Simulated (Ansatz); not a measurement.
The starting structures come from a database of crystals and need not be the phases stable at ambient conditions.

 Where the default PAW files enter, the runs use the earlier of Ansatz's two default sets.

Inside the gap of an insulator the Bloch states are evanescent, with a wavenumber k + iκ along the transport direction.

```
TaNO
1.0
    6.73066     0.00000     0.00000
   -1.98625     6.52824     0.00000
    0.00000     1.14256     3.68949
Ta N O
4 4 4
Direct
  0.79280   0.79540   0.60230
  0.20720   0.20460   0.39770
  0.80456   0.37704   0.31148
  0.19544   0.62296   0.68852
  0.85246   0.48308   0.75846
  0.14754   0.51692   0.24154
  0.86278   0.10844   0.44578
  0.13722   0.89156   0.55422
  0.49375   0.71888   0.64056
  0.50625   0.28112   0.35944
  0.20986   0.26984   0.86508
  0.79014   0.73016   0.13492
```

Space group of this cell: C2/m. The cell is taken as given; by r2SCAN its mean pressure is -1.3 GPa.

Transport runs along the normal of the first two printed cell vectors.

The gap is the functional's own, uncorrected, and κ follows it; spin-orbit coupling is left out. Mid-gap values are interpolated between the computed energies.

**Question.** Estimate the band gap and the smallest decay constant κ at mid-gap that r2SCAN (Ansatz, a quantum-chemistry and plane-wave program) returns for this system.

**Answer.** Gap 2.68 eV on a 6×8×8 mesh; κ = 0.289 1/Å, at (0.500, 0.000) of the in-plane reciprocal vectors. At the zone centre, at the nearest computed energy, the slowest state has κ = 0.30 1/Å.
